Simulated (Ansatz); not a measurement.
Levels about the gap of amorphous Al12Ta10O43 (65 atoms in a cell of 833 Å³, 5.63 g/cm³; zone centre alone, so wide bands show as single levels with stretches between that a denser mesh fills), at the geometry that PBE relaxed, where it gives 0.0 GPa on a denser mesh. The participation number counts the atoms over which a state spreads; weights are charges in smoothed Voronoi cells. The levels come from a single point, so bond lengths are those of that geometry. Method of the levels: PBE, scalar-relativistic without spin-orbit coupling (Ansatz, an electronic-structure program). Sampling: the zone centre alone; Fermi-Dirac width 0.02 eV; no spin polarisation. At PBE the levels at both edges of the gap are localised (band-tail or defect states).

A CHGNet melt-quench gave the starting glass, which DFT then relaxed. O atoms were pushed apart under 1.9 Å during the dynamics, to hinder bonds among them. The hot cell started wider than the set density and was brought back towards it in steps. It is the lowest in DFT energy of 2 quenches. It is a model cell: composition and starting density were chosen by hand, and all elements were melted together. No dispersion term was used. Its density started from a set value of 5.90 and ended at 5.63 g/cm³. The simulated quench (nominally 240 K/ps over its main leg) is rapid and tends to freeze in more defects than a deposited or slowly cooled glass has. Values belong to this one cell and scatter from quench to quench. Volume and shape were free in the relaxation.

```
E - E(highest filled), eV  filling  participation number        largest on  weight O  weight Ta  weight Al
-------------------------  -------  --------------------  ----------------  --------  ---------  ---------
-0.32                       filled                  21.7   O, 3 neighbours      0.95       0.03       0.02
-0.27                       filled                  16.7   O, 3 neighbours      0.95       0.02       0.02
-0.21                       filled                  13.9   O, 2 neighbours      0.95       0.02       0.02
-0.14                       filled                  17.3   O, 2 neighbours      0.95       0.02       0.02
-0.10                       filled                  18.6   O, 2 neighbours      0.96       0.02       0.02
-0.05                       filled                   9.4   O, 3 neighbours      0.96       0.02       0.02
0.00                        filled                  10.5   O, 3 neighbours      0.96       0.02       0.02
3.61                         empty                   5.3  Ta, 5 neighbours      0.34       0.63       0.03
3.72                         empty                   8.5  Ta, 6 neighbours      0.33       0.65       0.02
3.77                         empty                   7.5  Ta, 5 neighbours      0.37       0.59       0.04
3.83                         empty                  12.7  Ta, 7 neighbours      0.35       0.63       0.02
3.98                         empty                  11.2  Ta, 6 neighbours      0.35       0.62       0.02
4.03                         empty                  14.8  Ta, 6 neighbours      0.34       0.64       0.02
4.09                         empty                  17.6  Ta, 6 neighbours      0.36       0.61       0.02
```

Most localised among these is the empty level at +3.61 eV, on a Ta atom, which has 5 neighbours (O 1.83 Å, O 1.89 Å, O 1.97 Å, O 2.01 Å, O 2.10 Å).
